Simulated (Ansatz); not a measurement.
The parent structure is BaZrO$_{3}$ in the cubic perovskite structure (space group Pm-3m, No. 221).

```
BaZrO3
1.0
    4.22716     0.00000     0.00000
    0.00000     4.22716     0.00000
    0.00000     0.00000     4.22716
Ba Zr O
1 1 3
Direct
  0.00000   0.00000   0.00000
  0.50000   0.50000   0.50000
  0.50000   0.00000   0.50000
  0.00000   0.50000   0.50000
  0.50000   0.50000   0.00000
```

Cartesian axes are those of the cell as printed.

Computed with plane-wave PAW DFT at the PBE level (Ansatz, an electronic-structure program, 420 eV), no SOC.

The change: every lattice vector is shortened by 3.00 %, atoms relaxed at fixed cell.

**Question.** Predict the stress tensor and what it implies for the stiffness.

**Answer.** Stress of the strained cell less that of the base (GPa, compression positive):
```
  16.72    0.00    0.00
   0.00   16.72    0.00
   0.00    0.00   16.72
```

Then B = −ΔP/(ΔV/V₀) with ΔV/V₀ = -0.0873 gives secant stiffness values (nonlinear terms included at this strain): B ≈ 192 GPa.

As a check, the harmonic strain energy −½ V₀ Δσ:ε is 71 meV/atom; the computed energy rise is 63 meV/atom.

Whether these cells are dynamically stable was not tested.
